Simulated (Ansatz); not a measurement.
For WGe2 (I4/mmm, No. 139, 3 atoms in the cell; start mp-542595), PBEsol (Ansatz, a program for electronic structure, PAW) gives:

lattice parameter a: 3.305 Å
lattice parameter c: 8.191 Å

Problem. What does r²SCAN+rVV10 (Ansatz, plane waves, PAW) give for the same quantities?

Solution. 
- lattice constant a: 3.313 Å (increases by 0.2 %)
- lattice parameter c: 8.163 Å (drops by 0.3 %)

Changes are worked out from the printed values.

Unless a cell is named, each level is at its own relaxed cell (PBEsol 14.91, r²SCAN+rVV10 14.93 Å³/atom).

Levels without +SOC leave out spin–orbit coupling, which shifts energies and cells of such heavy elements.

Caveats: the relaxation could not lower the start's symmetry, so the cell can be a saddle point above a distorted one (PBEsol, r²SCAN+rVV10). Ansatz's density-functional and Hartree–Fock values are scalar-relativistic unless marked +SOC, with PAW data made under PBE.

A start named mp-… is a Materials Project structure, which need not be a measured phase.
